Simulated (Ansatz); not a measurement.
Start from VO₂ in the rutile structure (space group P4_2/mnm, No. 136; a = 4.537 Å, c = 2.803 Å; ferromagnetic).

Calculations: PBEsol (Ansatz, a quantum-chemistry and plane-wave program; PAW; 420 eV plane waves; no SOC), earlier PAW set.

Before the change:

The volume per atom is 9.62 Å³, the magnetic state is ferromagnetic and the band gap comes out as zero.

Now apply this change: a hydrostatic pressure of 0.9 GPa.

**Question.** Estimate the effect on the volume per atom.

**Answer.** The volume per atom shrinks by 0.034 Å³, from 9.62 Å³ to 9.58 Å³.

**Question.** How does this affect the magnetic state?

**Answer.** The magnetic state stays ferromagnetic.

**Question.** Predict the new band gap.

**Answer.** The band gap is still zero.

Other magnetic orders, which the real material may have, were not ruled out. Load acts through the strain it causes; cell and atoms are relaxed under it. Whether these cells are dynamically stable was not tested. No Hubbard U is applied, and correlation can decide whether such a compound is a metal. The base started in Pnnm and relaxed to P4_2/mnm at this level.
